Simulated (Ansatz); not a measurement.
The reference is SnSe in the GeS type structure (space group Pnma, No. 62; layered, stacked along the Cartesian x axis).

```
SnSe
1.0
   11.49319     0.00000     0.00000
    0.00000     4.16897     0.00000
    0.00000     0.00000     4.38450
Sn Se
4 4
Direct
  0.11788   0.25000   0.09486
  0.38212   0.75000   0.59486
  0.88212   0.75000   0.90514
  0.61788   0.25000   0.40514
  0.85696   0.25000   0.47746
  0.64304   0.75000   0.97746
  0.14304   0.75000   0.52254
  0.35696   0.25000   0.02254
```

Cartesian axes are those of the cell as printed.

All numbers come from Kohn–Sham DFT with the PBE-D3(BJ) functional, run in Ansatz (an electronic-structure program) with PAW and 420 eV plane waves, no SOC.

One thing is altered: uniaxial strain ε_zz = +0.83 %, all other strain components held at zero; the atoms relax in the strained cell.

Problem. How does this affect the largest internal atomic displacement?

Solution. The largest internal atomic displacement comes out as 0.021 Å.

Problem. What happens to the stress?

Solution. The stress (xx, yy, zz, yz, xz, xy; compression positive) comes out as (-0.14, -0.28, -0.35, 0.00, 0.00, 0.00) GPa.

Problem. What does the calculation give for the energy relative to the base after the change?

Solution. The energy is nearly the same.

Stability against distortions was not tested. The D3 term's C6 switches between coordination references near this geometry, which can add small steps to energies.
